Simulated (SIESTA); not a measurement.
Input and output of a self-consistent single point for Hf₂Ge (Fmm2, 6 atoms in the cell) (SIESTA).

Method: GGA PBEsol, numerical atomic orbitals DZP, PseudoDojo PBEsol standard norm-conserving potentials (rewritten from UPF to PSML) run with SIESTA.

```
CELL_PARAMETERS angstrom
     -3.28040     3.28040     2.63854
      3.28040    -3.28040     2.63854
      3.28040     3.28040    -2.63854
ATOMIC_POSITIONS crystal
  Hf 0.34424 0.15576 0.50000
  Hf 0.65576 0.84424 0.50000
  Hf 0.16115 0.66115 0.82230
  Hf 0.84424 0.34424 0.18848
  Ge 0.25000 0.25000 0.00000
  Ge 0.75000 0.75000 0.00000
```

Reference input (self-consistent single point, DFT, GGA PBEsol, numerical atomic orbitals DZP, PseudoDojo PBEsol standard norm-conserving potentials (rewritten from UPF to PSML)): XC.functional = GGA; XC.authors = PBEsol; potentials = PseudoDojo PBEsol standard; PAO.BasisSize = DZP; PAO.EnergyShift = 0.01 Ry; MeshCutoff = 350 Ry; kgrid.MonkhorstPack = 4 4 4; OccupationFunction = FD; ElectronicTemperature = 1160.45 K; MaxSCFIterations = 150; SCF.Mixer.Method = Pulay; SCF.Mixer.Weight = 0.1. This run's input differs from it in these lines:

```diff
@@ -32,5 +32,5 @@
 %block kgrid.MonkhorstPack
-    4   0   0  0.0
-    0   4   0  0.0
-    0   0   4  0.0
+    8   0   0  0.5
+    0   8   0  0.5
+    0   0   8  0.5
 %endblock kgrid.MonkhorstPack
```

Output, abridged:

```
        iscf     Eharris(eV)        E_KS(eV)     FreeEng(eV)     dDmax    Ef(eV) dHmax(eV)
   scf:    1   -10972.262908   -10988.478175   -10988.554009  1.323415 -3.563097  5.313551
   scf:    2   -10989.931310   -10989.227348   -10989.303220  0.036498 -3.645540  4.375088
   scf:    3   -10991.384956   -10990.561204   -10990.640890  0.118504 -3.953999  1.568443
   scf:    4   -10990.783768   -10990.709736   -10990.798505  0.047532 -4.028555  0.263334
   scf:    5   -10990.615181   -10990.683589   -10990.771702  0.033857 -4.107674  0.616780
   [... 5 lines left out ...]
   scf:   11   -10990.720689   -10990.720690   -10990.808433  0.000050 -4.058587  0.000398
   scf:   12   -10990.720690   -10990.720690   -10990.808433  0.000011 -4.058630  0.000083
   scf:   13   -10990.720690   -10990.720690   -10990.808433  0.000011 -4.058656  0.000076
   scf:   14   -10990.720690   -10990.720690   -10990.808433  0.000003 -4.058660  0.000059
SCF Convergence by DM+H criterion
max |DM_out - DM_in|         :     0.0000025895
max |H_out - H_in|      (eV) :     0.0000591085
SCF cycle converged after 14 iterations

Using DM_out to compute the final energy and forces

siesta: E_KS(eV) =           -10990.7207

siesta: E_KS - E_eggbox =    -10990.7207

siesta: Atomic forces (eV/Ang):
     1   -0.217393    0.310607   -0.000021
     2    0.310607   -0.217393   -0.000021
     3   -0.532319   -0.532319   -0.000063
     4    0.397317    0.397317   -0.001969
     5    0.020028    0.020091    0.000004
     6    0.020091    0.020028    0.000004
   Tot   -0.001670   -0.001670   -0.002066
   Max    0.532319
   Res    0.255118    sqrt( Sum f_i^2 / 3N )
   Max    0.532319    constrained

   [... lines left out ...]
siesta: FreeEng =    -10990.808433
   [... lines left out ...]
siesta:     0.002367    0.003041    0.000012
siesta:     0.003041    0.002367    0.000012
siesta:     0.000012    0.000012    0.002412

siesta: Cell volume =        113.573676 Ang**3

siesta: Pressure (static):
siesta:                Solid            Molecule  Units
siesta:          -0.00002594          0.00001944  Ry/Bohr**3
siesta:          -0.00238176          0.00178512  eV/Ang**3
siesta:          -3.81600651          2.86007601  kBar
```

The run converged in 14 iterations. Against the reference run the free energy rises by 4.3 meV/atom, the pressure goes from -0.54 to -0.38 GPa and the largest force goes from 0.698 to 0.753 eV/Å.

The starting cell comes from a database of computed structures (which also holds hypothetical and non-ambient phases and stackings), without a prior relaxation at this level. Its lattice was rescaled by up to half a per cent. One atom was moved a little off its site on purpose. Values carry the incompleteness of an atom-centred basis.

Cost on one core of a shared machine: roughly 2 min.
